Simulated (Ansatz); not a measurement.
Consider Re in the hcp (Mg type) structure (space group P6_3/mmc, No. 194; a = 2.758 Å, c = 4.463 Å).

Level of theory: r2SCAN (Ansatz, a quantum-chemistry and plane-wave program; PAW; 500 eV plane waves; no spin-orbit coupling), earlier PAW set.

Base values:

| Item | Value |
|---|---|
| Lattice parameter a | 2.758 Å |
| Band gap | zero |

The change: cell and atoms relaxed at a pressure of 30 GPa.

Problem. What does the calculation give for the lattice parameter a after the change?

Solution. The lattice parameter a drops by 0.0603 Å, from 2.758 Å to 2.697 Å.

Problem. What happens to the band gap?

Solution. The band gap remains zero.

Load acts through the strain it causes; cell and atoms are relaxed under it. Stability against distortions was not tested. Competing high-pressure phases were not computed. All final runs are without spin polarisation.
